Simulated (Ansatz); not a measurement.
We consider Cu2Sb (P4/nmm, No. 129), described by LDA (plane waves, PAW; Ansatz, a first-principles code).

Settings: plane-wave cutoff 520 eV, 14×14×10 k mesh (along the axes of the cell as run), Fermi–Dirac smearing 0.05 eV, no spin polarisation, scalar-relativistic PAW data made under PBE.

Computed at the level's own relaxed cell.

### Question
Estimate the lattice constant a, lattice parameter c and bulk modulus that the calculation returns.

### Answer

- lattice constant a = 3.921 Å
- lattice parameter c = 5.962 Å
- bulk modulus = 119 GPa

The run finds no gap.

Note: the bulk modulus is −V dP/dV from two relaxed cells at ±2 % in volume; the volume lies 6 % below that of the published cell.

Spin–orbit coupling is not included; it can open a gap where bands touch, and shift volumes and moduli.

Cost on a shared machine: around 14 core-minutes (rough).
